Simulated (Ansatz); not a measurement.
Start from CdSe in the zinc blende structure (space group F-43m, No. 216; a = 6.196 Å).

All numbers come from plane-wave PAW DFT at the PBE level (Ansatz, a quantum-chemistry and plane-wave program, 420 eV), no spin-orbit coupling.

Now apply this change: full substitution Cd → Hg, then cell and atoms are relaxed.

Measured lattice parameter a: CdSe 6.077 Å (room temperature; as listed in arXiv:1206.3780); HgSe 6.085 Å (room temperature; as listed in Cardona et al., arXiv (2009)).

**Question.** How well does PBE reproduce the measured shift?

**Answer.** With PBE the lattice parameter a moves by +0.063 Å (6.196 → 6.260) against +0.008 Å measured.

Whether these cells are dynamically stable was not tested. All final runs are without spin polarisation.
